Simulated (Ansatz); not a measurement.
Take Bi₂Te₃ in the Bi2Te3 type structure (space group R-3m, No. 166; a = 4.387 Å, c = 30.290 Å (hexagonal axes)) as the base.

(Cell as relaxed with PBE-D3(BJ).)

Levels (all Ansatz, a quantum-chemistry and plane-wave program, PAW, earlier PAW set): PBE-D3(BJ) (420 eV, no spin-orbit coupling); PBEsol-D3(BJ) (420 eV, scalar-relativistic without spin-orbit coupling).

Each level relaxes its own structure.

```tsv
base	PBE-D3(BJ)	PBEsol-D3(BJ)
volume per atom	33.66 Å³	31.85 Å³
lattice parameter a	4.387 Å	4.316 Å
band gap	0.27 eV	0.18 eV
```

Modification: Sn takes the place of Te on all its sites, then cell and atoms are relaxed.

| quantity | PBE-D3(BJ) | PBEsol-D3(BJ) |
|---|---|---|
| shortest interatomic distance | 3.070 Å | 2.999 Å |
| c/a ratio | 6.036 | 6.038 |

PBE-D3(BJ)'s shortest interatomic distance lies 0.071 Å above PBEsol-D3(BJ)'s (2.4 %). Neither level is exact; PBEsol-D3(BJ) is the comparison here, not a measurement.

Spin-orbit coupling, missing from the scalar runs, can matter with Bi and Te. Whether these cells are dynamically stable was not tested. As relaxed here, Sn3Bi2 is a hypothetical phase, not in the database extracts checked. The D3 term's C6 switches between coordination references near this geometry, which can add small steps to energies. The zero or small gap of Bi2Te3 can change with the level of theory.
